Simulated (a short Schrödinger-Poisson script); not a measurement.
Structure: MOS inversion layer, HfO2 on p-type Si(111), at 400 K.

From the gate side: 12 nm HfO2; 450 nm Si, acceptors 9.1e17 cm⁻³.

The device is made up for the run: typed textbook-type constants, with dimensions and the other settings drawn at random. HfO2: permittivity 22, conduction-band edge (eV) 1.55, gap (eV) 5.7, electron mass (mₑ) 0.2. Si: permittivity 11.7, conduction-band edge (eV) 0, gap (eV) 1.124, Nv at 300 K (cm⁻³) 3.1e19.

Channel valleys (confinement mass, in-plane density-of-states mass, number): Δ6 0.258, 0.358, 6. At the gate the conduction-band edge of layer 1 lies 2.15 eV − eVg above the Fermi level of the channel; the field vanishes at the back. Gaps are held at their typed values at every temperature. Mesh 0.03 nm at interfaces.

From a short Schrödinger-Poisson script (our own, NumPy): 1D Poisson equation in equilibrium, electrons quantum, Hartree (BenDaniel-Duke, 12 states a valley, the channel's in-plane mass for all, wave functions ending at the dielectric), parabolic valleys, classical holes, full ionisation, no traps, pinning or gate leakage.

```
Vg (V)  electrons (cm⁻²)  C (μF/cm²)  Δ6 E0 (meV from the Fermi level)
------  ----------------  ----------  --------------------------------
0.7               1.28e9       0.268                             349.5
0.8              1.19e10       0.286                             272.3
0.9              9.37e10       0.463                             201.0
1                3.98e11       0.796                             150.9
1.1              9.20e11        1.00                             121.6
1.2              1.56e12        1.11                             103.1
1.3              2.25e12        1.17                              89.9
1.4              2.98e12        1.20                              79.7
1.5              3.74e12        1.23                              71.5
1.6              4.51e12        1.25                              64.5
1.7              5.29e12        1.27                              58.5
1.8              6.09e12        1.28                              53.2
1.9              6.89e12        1.29                              48.4
2                7.71e12        1.31                              44.1
2.1              8.52e12        1.31                              40.1
2.2              9.35e12        1.32                              36.4
2.3              1.02e13        1.33                              33.0
2.4              1.10e13        1.34                              29.8
```

Gate voltages with under 1e9 electrons/cm² are left out.

Problem. At Vg = 2.4 V the lowest Δ6 subband lies at 29.8 meV from the Fermi level. How many electrons does it hold, and what share of all?

Solution. The two-dimensional density of states is g m/(πħ²) = 8.97e11 cm⁻² meV⁻¹ (both spins), kT = 34.5 meV, so n = D kT ln(1 + exp(−E/kT)) = 1.09e13 cm⁻², 0.99 of the 1.10e13 cm⁻² in all.

Problem. Compare the slope of the sheet density between 2.2 and 2.4 V with the geometric capacitance of the layers between gate and channel.

Solution. q Δn/ΔV = 1.32 μF/cm²; ε0/Σ(t/ε) = 1.62 μF/cm². The ratio is 0.81: the channel acts as a further capacitance in series.
